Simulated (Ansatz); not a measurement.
**HfC: stress against strain**

HfC (rock salt, Fm-3m, 12.223 Å³/atom at rest) under an equal strain ε in the (001) plane with the normal axis free, as in a coherent film. PBEsol in Ansatz, a plane-wave DFT program (PAW, default set), 420 eV, 22×22×22 Γ-centred mesh, Fermi-Dirac smearing 0.10 eV; ions are relaxed within the symmetry of each cell. Stress is positive for a compressed cell.

Here s stands for strain and y for stress xx.

```csv
strain (%),stress xx (GPa)
-1.50,9.85
-1.00,6.38
-0.50,3.10
0.00,0.00
0.50,-2.93
1.00,-5.69
1.50,-8.30
3.00,?
```

Fit y of the 7 rows that show it with a straight line. Means: s 0, y 0.344. About the means, the sum of products is -42.310 and the sum of squares of s is 7.0000; the slope is their ratio. Least squares gives y = 0.344 - 6.0443·s. Residuals (row less fit): 0.440, -0.008, -0.266, -0.344, -0.252, 0.010, 0.422; standard error 0.353 (degrees of freedom: 5). The slope gives the biaxial elastic modulus of this plane = 604 ± 13 GPa.

### Question
Estimate the missing y (s = 3.00); what did the run itself give?

### Answer
y = 0.344 - 6.0443 × 3.0 = -17.789 GPa. The calculation gives -15.24 GPa, 2.549 GPa above the prediction (10.2 % of the range of y in the table). The row lies outside the fitted rows, so this is an extrapolation. From the scatter of the fitted rows alone, a prediction at this place has a standard error of 0.551 GPa, so the miss is 4.6 times that.

One order more, fitted to all 13 runs of the series, follows each within 0.09, so the miss is the next term of a smooth law. In a metal these values are sensitive to mesh and smearing; energies are taken to zero smearing, stresses follow the free energy. Rows are the converged runs of the series near zero and its far end; series whose fitted rows scatter by over a few per cent of the range, as at a crossing or softening among them, aren't shown in this form. Most that stay on the fit to the last digits aren't either.
